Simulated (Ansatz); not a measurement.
```
Cu3N
1.0
    3.80390     0.00000     0.00000
    0.00000     3.80390     0.00000
    0.00000     0.00000     3.83752
Cu N
3 1
Direct
  0.50000   0.00000   0.00000
  0.00000   0.50000   0.00000
  0.00000   0.00000   0.50000
  0.00000   0.00000   0.00000
```

No spin polarisation.

Level of theory: Kohn–Sham DFT with the PBE functional, run in Ansatz (a quantum-chemistry and plane-wave program) with PAW and 420 eV plane waves, no spin-orbit coupling. Γ-centred 9×9×9 mesh, Fermi–Dirac width 0.05 eV.

Q: Estimate the space group.

A: P4/mmm (No. 123).

Q: Estimate the mean in-plane stress (compression positive).

A: +1.7 GPa.

The cells carry an imposed strain or load. Whether these cells are dynamically stable was not tested. All final runs are without spin polarisation. The cell was made from Cu$_{3}$N (space group Pm-3m, No. 221) by this change: biaxial strain −0.60 %, plane normal [001], relaxed out of plane.
